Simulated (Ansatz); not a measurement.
Results of LDA (Ansatz, a first-principles code, plane waves, PAW) for fluorite CoSi₂.

Numerical settings: plane-wave cutoff 520 eV, 18×18×18 k mesh, Fermi–Dirac smearing 0.05 eV, no spin polarisation, scalar-relativistic PAW data made under PBE.

A third-order Birch–Murnaghan fit to the energies gives V0 = 12.223 Å³/atom, B0 = 203 GPa, B′ = 4.5.

```
V (Å³/atom)  P (GPa)
-----------  -------
11.490         14.45
11.734          9.10
11.979           [?]
12.223          0.00
12.468         -3.85
12.712           [?]
12.957        -10.39
```

Q: Estimate the withheld pressures from this fit; the answers are the runs' own values.

A: 
- 11.979, P (GPa): 4.31
- 12.712, P (GPa): -7.30

The formula P = (3/2) B0 (x^(7/3) − x^(5/3)) [1 + (3/4)(B′ − 4)(x^(2/3) − 1)] with x = V0/V meets the computed pressures within 0.03 GPa when these rounded values are put in.

Measured, for comparison: equilibrium volume per atom 12.87 Å³/atom (room temperature, no zero-point or thermal correction; as tabulated in Hegde and Bowen (2014), arXiv:1405.1317). Computed less measured: equilibrium volume per atom -5.1 %.

Static lattice: no zero-point or thermal effects.
